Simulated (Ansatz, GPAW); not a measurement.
**In2Sb (P6_3/mmc, 6 atoms in the cell) computed with different codes at matched settings**

Self-consistent single point.

```yaml
crystal:
  lattice:
    - [5.37990, 0.00000, 0.00000]
    - [-2.68995, 4.65913, 0.00000]
    - [0.00000, 0.00000, 6.72255]
  atoms:
    - { symbol: In, position: [0.66667, 0.33333, 0.25000] }
    - { symbol: In, position: [0.33333, 0.66667, 0.75000] }
    - { symbol: In, position: [0.00000, 0.00000, 0.50000] }
    - { symbol: In, position: [0.00000, 0.00000, 0.00000] }
    - { symbol: Sb, position: [0.66667, 0.33333, 0.75000] }
    - { symbol: Sb, position: [0.33333, 0.66667, 0.25000] }
```

Shared settings, as Ansatz (a quantum-chemistry and plane-wave program) writes them: kpoints.mp_grid.grid = 4 4 3; scf.occupations.method = fermi_dirac; scf.occupations.width = 0.136 eV. Potentials and cutoffs stand in the table.

```json
[
 {"code": "Ansatz", "model": "LDA (PW92), PAW files made with PBE", "pressure (GPa)": "-3.73", "cutoff": "default"},
 {"code": "GPAW", "model": "LDA (Perdew-Wang 92), GPAW PAW datasets LDA (gpaw-data 1.0.1)", "pressure (GPa)": "-3.99", "cutoff": "600 eV"}
]
```

No clean gap comes from Ansatz and GPAW: levels at the Fermi energy touch, overlap or are partly filled at this smearing.

On Ansatz's run: spin-orbit coupling is off.

The spread over the programs that give each value: pressure within 0.26 GPa.

Ansatz's pressure is given at a fixed set of plane waves, as the other plane-wave codes print theirs.

On the base mesh (5 5 4) the same programs gave: Ansatz pressure -4.03 GPa; GPAW pressure -4.28 GPa.

The values differ from the base mesh's, so the mesh still matters here: the table compares the programs at equal settings.

The starting cell comes from a database of computed structures (which also holds hypothetical and non-ambient phases and stackings), without a prior relaxation at this level.

Left out of this page: CP2K (on another mesh); Elk and FLEUR (not drawn, or without a comparable value).

Keys are those of Ansatz 0.2.
